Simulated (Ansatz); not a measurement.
Effort and miss along a sweep of vacuum between outermost atoms (Å): a sheet of PtSe2 (3 atoms in the cell)

```
CELL_PARAMETERS angstrom
      3.68821     0.00000     0.00000
     -1.84410     3.19408     0.00000
      0.00000     0.00000    16.98204
ATOMIC_POSITIONS crystal
  Pt 0.00000 0.00000 0.50000
  Se 0.33333 0.66667 0.58780
  Se 0.66667 0.33333 0.41220
```

Computed with PBE (plane waves, PAW; Ansatz, a first-principles code).

Base settings: kpoints.mp_grid.grid = 7 7 1; hamiltonian.xc = pbe; hamiltonian.pseudopotentials = {kind: paw} (the program's default PAW files); scf.occupations.method = cold; scf.occupations.width = 0.1 eV.

Misses are taken against the tightest run, 28.0, which need not be fully converged itself. The energy is the free energy per atom.

The count of work is k-points × plane waves × bands × iterations; it is no time, and leaves out set-up, grids and terms that scale otherwise. 

The starting cell was generated: these elements placed on a structure prototype, without a prior relaxation; it need not be a known phase or ordering of this composition. Its lattice was rescaled in the plane by a random factor within 2.5 % of one. Spin-orbit coupling is off. In the base run, forces exceed 1 eV/Å.

The runs (vacuum between outermost atoms (Å)): 3.0 (width narrowed by the program to 0.0449 eV) | 4.0 | 5.0 | 6.0 | 8.0 | 10.0 | 12.0 | 14.0 | 15.0 | 18.0 | 22.0 | 28.0.

Question: Which is the coarsest setting among those run that, with all tighter ones, holds the energy within 2 meV/atom of the reference, and what does it save?

Answer: 5.0, off by 0.68 meV/atom; it needs 0.26 of the reference's count of work.

Question: What does the step from 4.0 to 18.0 buy?

Answer: It takes the miss in the energy from 2.9 to 0.01 meV/atom, for 3.0 times the count of work.

| vacuum between outermost atoms (Å) | energy less reference (meV/atom) | largest difference in the force on any atom (eV/Å) | gap on the mesh less reference (eV) | count of work / reference |
|---|---|---|---|---|
| 3.0 (width narrowed by the program to 0.0449 eV) | -16.97 | 0.165 | -0.681 | 0.31 |
| 4.0 | -2.88 | 0.049 | -0.197 | 0.22 |
| 5.0 | 0.68 | 0.015 | -0.059 | 0.26 |
| 6.0 | 0.76 | 0.005 | -0.017 | 0.29 |
| 8.0 | 0.16 | 0.000 | -0.001 | 0.36 |
| 10.0 | 0.03 | 0.000 | 0.000 | 0.42 |
| 12.0 | 0.02 | 0.000 | 0.000 | 0.48 |
| 14.0 | 0.01 | 0.000 | 0.000 | 0.55 |
| 15.0 | 0.00 | 0.000 | 0.000 | 0.58 |
| 18.0 | 0.01 | 0.000 | 0.000 | 0.68 |
| 22.0 | 0.02 | 0.000 | 0.000 | 0.81 |
| 28.0 | 0.00 | 0.000 | 0.000 | 1.0 |

Keys are those of Ansatz 0.2.
